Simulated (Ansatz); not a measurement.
Data:

```
KBr
1.0
    0.00000     3.26892     3.26892
    3.26892     0.00000     3.26892
    3.26892     3.26892     0.00000
K Br
1 1
Direct
  0.00000   0.00000   0.00000
  0.50000   0.50000   0.50000
```

No spin polarisation.

The values are results of PBE/PAW in Ansatz (a program for electronic structure), no SOC, not measurements. k-mesh 9×9×9 (Γ-centred); smearing 0.05 eV (Fermi–Dirac).

Problem. Predict the band gap, width of the top valence band, pressure and space group.

Solution. 
```json
{
 "band_gap": "4.51 eV",
 "width_of_the_top_valence_band": "0.57 eV",
 "pressure": "1.23 GPa",
 "space_group": "Fm-3m (No. 225)"
}
```

The cells carry an imposed strain or load. Whether these cells are dynamically stable was not tested. The cell was made from KBr in the rock salt structure (space group Fm-3m, No. 225) by this change: isotropic strain −2.50 %.
